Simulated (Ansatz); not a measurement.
Start from BaZrO3 in the cubic perovskite structure (space group Pm-3m, No. 221; a = 4.181 Å).

Level of theory: Ansatz (a quantum-chemistry and plane-wave program), PBEsol, PAW, cutoff 420 eV, no SOC.

For the base:

The volume per atom is 14.61 Å³.

Perturbation: a hydrostatic pressure of 5 GPa.

**Question.** What happens to the volume per atom?

**Answer.** The volume per atom drops by 0.415 Å³, from 14.61 Å³ to 14.20 Å³.

Load acts through the strain it causes; cell and atoms are relaxed under it. No phonon test of stability was made. Competing high-pressure phases were not computed.
